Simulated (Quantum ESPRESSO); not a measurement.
Worked example: relaxation of the atoms of LaAs (I4mm, 2 atoms in the cell) in Quantum ESPRESSO.

Method: LDA (PZ), GBRV 1.5 ultrasoft (LDA) pseudopotentials (plane waves; Quantum ESPRESSO 7.5).

Input as run:

```fortran
&control
  calculation = 'relax',
  prefix = 'run',
  outdir = './tmp/',
  pseudo_dir = './',
  forc_conv_thr = 3.9e-05,
/
&system
  ibrav = 7,
  A = 4.40468128,
  C = 6.22916000,
  nat = 2,
  ntyp = 2,
  ecutwfc = 40,
  ecutrho = 200,
  occupations = 'smearing',
  smearing = 'gauss',
  degauss = 0.0073499,
/
&electrons
  conv_thr = 1.0d-10,
  mixing_beta = 0.7,
/
&ions
/
ATOMIC_SPECIES
La   138.9055  la_lda_v1.uspp.F.UPF
As    74.9216  as_lda_v1.uspp.F.UPF
ATOMIC_POSITIONS crystal
La    0.04816000   -0.02408000   -0.02408000
As    1.00000000   -0.50000000    0.50000000
K_POINTS automatic
9 9 9  0 0 0
```

The program printed (abridged):

```
     Self-consistent Calculation

     iteration #  1     ecut=    40.00 Ry     beta= 0.70

     Threshold (ethr) on eigenvalues was too large:
     Diagonalizing with lowered threshold

     negative rho (up, down):  7.394E-02 0.000E+00

     total energy              =    -142.20834388 Ry
     estimated scf accuracy    <       0.07801394 Ry

     iteration #  2     ecut=    40.00 Ry     beta= 0.70

     negative rho (up, down):  6.575E-02 0.000E+00

     total energy              =    -142.22491255 Ry
     estimated scf accuracy    <       0.05847677 Ry

     iteration #  3     ecut=    40.00 Ry     beta= 0.70

     negative rho (up, down):  6.397E-02 0.000E+00

     total energy              =    -142.23729569 Ry
     estimated scf accuracy    <       0.00043431 Ry

   [... 7 blocks of this kind left out ...]

     iteration # 11     ecut=    40.00 Ry     beta= 0.70

     negative rho (up, down):  6.406E-02 0.000E+00

     total energy              =    -142.23791469 Ry
     estimated scf accuracy    <          4.2E-10 Ry

     iteration # 12     ecut=    40.00 Ry     beta= 0.70

     negative rho (up, down):  6.406E-02 0.000E+00
     End of self-consistent calculation

     Number of k-points >= 100: set verbosity='high' to print the bands.

     the Fermi energy is     8.2712 ev

!    total energy              =    -142.23791469 Ry
     estimated scf accuracy    <          6.6E-13 Ry
     smearing contrib. (-TS)   =      -0.00003104 Ry
     internal energy E=F+TS    =    -142.23788365 Ry

     convergence has been achieved in  12 iterations

     negative rho (up, down):  6.406E-02 0.000E+00

     Forces acting on atoms (cartesian axes, Ry/au):

     atom    1 type  1   force =    -0.01069282    0.01069282    0.00000000
     atom    2 type  2   force =     0.01069282   -0.01069282    0.00000000

     Total force =     0.021386     Total SCF correction =     0.000000

     BFGS Geometry Optimization
     Energy error            =      4.6E-04 Ry
   [... lines left out ...]
     the Fermi energy is     8.2345 ev
!    total energy              =    -142.23982430 Ry
     Total force =     0.000003     Total SCF correction =     0.000003
     bfgs converged in   7 scf cycles and   6 bfgs steps
   [... lines left out ...]
     (criteria: energy <  1.0E-04 Ry, force <  3.9E-05 Ry/Bohr)

     End of BFGS Geometry Optimization

     Final energy             =    -142.2398242996 Ry

     File ./tmp/run.bfgs deleted, as requested
Begin final coordinates

ATOMIC_POSITIONS (crystal)
La               0.0240762082       -0.0120381041       -0.0120381041
As               1.0240837918       -0.5120418959        0.4879581041
End final coordinates

   JOB DONE.
```

The run converged.  The full log also holds: “WARNING: bfgs curvature condition failed, Theta= 0.934”. The full log also holds: “SCF correction compared to forces is large: reduce conv_thr to get better values”.

Summary of the result:
- Free energy E − TS: -1935.2714 eV
- Fermi level (on the code's own zero): 8.23 eV
- Relaxation steps: 6

The starting cell comes from a database of computed structures (which also holds hypothetical and non-ambient phases and stackings), without a prior relaxation at this level. Its lattice was rescaled by up to half a per cent. For this run, on top of that: one atom moved by 0.15 angstrom. The relaxation keeps the symmetry of its start, so its end need not be a minimum.

Cost on one core of a shared machine: roughly 4 min.
